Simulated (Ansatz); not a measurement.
Consider BN in the zinc blende structure (space group F-43m, No. 216).

```yaml
crystal:
  lattice:
    - [0.00000, 1.80284, 1.80284]
    - [1.80284, 0.00000, 1.80284]
    - [1.80284, 1.80284, 0.00000]
  atoms:
    - { symbol: B, position: [0.00000, 0.00000, 0.00000] }
    - { symbol: N, position: [0.25000, 0.25000, 0.25000] }
```

Cartesian axes are those of the cell as printed.

The values are results of PBEsol/PAW in Ansatz (a program for electronic structure), no spin-orbit coupling, not measurements.

Perturbation: the cell is compressed by 2.00 % along z with no lateral relaxation; the atoms relax in the strained cell.

Task: Predict the stress tensor and what it implies for the stiffness.

Result: Stress of the strained cell less that of the base (GPa, compression positive):
```
   4.01    0.00    0.00
   0.00    4.01    0.00
   0.00    0.00   16.20
```

Then −Δσ_ii/ε with ε = -0.0200 gives secant stiffness values (nonlinear terms included at this strain): C33 ≈ 810 GPa, C13 ≈ 200 GPa and C23 ≈ 200 GPa.

As a check, the harmonic strain energy −½ V₀ Δσ:ε is 5.9 meV/atom; the computed energy rise is 5.9 meV/atom.

Whether these cells are dynamically stable was not tested.
